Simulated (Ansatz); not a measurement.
System: LiF (model structure, P6₃/mmc, No. 194, 4 atoms in the cell). Method: PBEsol in Ansatz (plane waves, PAW).

Run with plane-wave cutoff 520 eV, 12×12×8 k mesh (along the axes of the cell as run), Fermi–Dirac smearing 0.01 eV, scalar-relativistic PAW data made under PBE.

Cell (relaxed at this level):

```cif
data_F2Li2
_chemical_formula_sum 'Li2 F2'
_space_group_name_H-M_alt 'P63/mmc'
_space_group_IT_number 194
_space_group_name_Hall '-P 6c 2c'
_cell_length_a 3.29604
_cell_length_b 3.29604
_cell_length_c 4.01362
_cell_angle_alpha 90.000
_cell_angle_beta 90.000
_cell_angle_gamma 120.000
loop_
_atom_site_label
_atom_site_type_symbol
_atom_site_symmetry_multiplicity
_atom_site_Wyckoff_symbol
_atom_site_fract_x
_atom_site_fract_y
_atom_site_fract_z
_atom_site_occupancy
Li1 Li 2 d 0.66667 0.33333 0.25000 1
F1 F 2 c 0.33333 0.66667 0.25000 1
```

Q: Predict the band gap and bulk modulus B0.

A: 
band gap: 7.59 eV (on the SCF k mesh)
bulk modulus B0: 59.1 GPa

Note: the bulk modulus is −V dP/dV from two relaxed cells at ±2 % in volume; the relaxation could raise the start's symmetry but not lower it, so the cell can be a saddle point.

The computed numbers hold no vibrational or temperature effects.

It cost around 21 core-seconds (rough) of CPU time.

A model structure was made by putting elements into a prototype or built by hand; it is no filed structure, need not be a known phase, and can be a saddle point held by its symmetry.

Ansatz is a first-principles code.
